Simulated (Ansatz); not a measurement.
An Ansatz (an electronic-structure program) run: WSe2; PBEsol-D3(BJ)/PAW in Ansatz, spin-orbit coupling left out.

Input:

Ansatz 0.2 input:
```yaml
crystal:
  lattice:
    - [3.2304921814, 0, 0]
    - [-1.6152460907, 2.7976882958, 0]
    - [0, 0, 12.4110750022]
  atoms:
    - { symbol: W, position: [0.6666666667, 0.3333333333, 0.75] }
    - { symbol: W, position: [0.3333333333, 0.6666666667, 0.25] }
    - { symbol: Se, position: [0.6666666667, 0.3333333333, 0.3854472199] }
    - { symbol: Se, position: [0.3333333333, 0.6666666667, 0.8854472199] }
    - { symbol: Se, position: [0.3333333333, 0.6666666667, 0.6145527801] }
    - { symbol: Se, position: [0.6666666667, 0.3333333333, 0.1145527801] }
basis: { ecutwfc: 420, ecutrho_ratio: 4, xc_grid: 2, fft_grid_basis: typed }
kpoints: { mp_grid: { grid: [12, 12, 3] } }
hamiltonian:
  xc: pbesol
  dispersion: d3bj
  pseudopotentials: { kind: paw }
scf: { occupations: { method: fermi_dirac, width: 0.05 }, convergence: { dr2_threshold: 0.0000000006 } }
output: { forces: true, stress: true }
checkpoint: { write: state.ck, write_every: 1000 }
```

Output (explanatory and most iteration lines left out):

```
Pseudopotential: W, paw, valence charge 14
Pseudopotential: Se, paw, valence charge 16
Crystal: 6 atoms, lattice volume = 112.170 Å³
Basis set: ecut = 420 eV, 2249 PW (Γ), exchange–correlation on 48×48×180 points (8 copies of the dense FFT grid, shifted against one another)
Bands: 52, of which v1, the nominal top of the filled ones, is band 46 counted from 1 (45 counted from 0)
Symmetry: 24 space group operations
Space group: P63/mmc (ITA 194), of the structure as read, at distance tolerance 4.8e-5 Å
k-points: 38 of 432
Functional: x = pbesol(κ = 0.804, μ = 0.12345679012345678), c = pbesol(β = 0.046)
SCF iter   1: F=—  HF=-42216.277797 eV  |F-HF|=—  |Δ(HF+E_count)|=         —  Δρ=4.90e-3  dr2=1.12e-2  ethr=1.77e-3  ⟨swp⟩=5.8  Hψ=6982  notcnv=0
SCF iter   2: F=—  HF=-42216.281565 eV  |F-HF|=—  |Δ(HF+E_count)|=   3.77e-3  Δρ=2.83e-3  dr2=4.00e-3  ethr=1.21e-5  ⟨swp⟩=3.0  Hψ=4226  notcnv=0
SCF 1 converged in 9 iterations: F = -42216.283880 eV  dr2 = 5.27e-11
SCF converged after 9 iterations
Free energy (F): -42216.283880 eV
Internal energy: -42216.283869 eV  (E = F + TS)
E sigma→0 (E₀):  -42216.283875 eV
Entropy (-TS):   -0.000012 eV (-0.002 meV/atom)
Fermi energy:    14.717966 eV
  E_disp       = -2.861751  (pairwise vdW)
--- Forces (eV/Å), atoms counted from 1 ---
  atom   1  W     -0.00000000    -0.00000000     0.00000000
  atom   2  W     -0.00000000     0.00000000    -0.00000000
  atom   3  Se    -0.00000000    -0.00000000     0.00060120
  atom   4  Se    -0.00000000     0.00000000     0.00060120
  atom   5  Se     0.00000000     0.00000000    -0.00060120
  atom   6  Se     0.00000000    -0.00000000    -0.00060120
--- Stress (GPa, compression-positive) ---
        0.003680       0.000000      -0.000000
        0.000000       0.003680      -0.000000
       -0.000000      -0.000000       0.005168
  P = ⅓ Tr σ = 0.0042 GPa (0.042 kbar)
```

With W present, leaving out spin-orbit coupling can change the band edges. Whether these cells are dynamically stable was not tested. The cell is WSe₂ (space group P6_3/mmc, No. 194; layered, stacked along the Cartesian z axis).
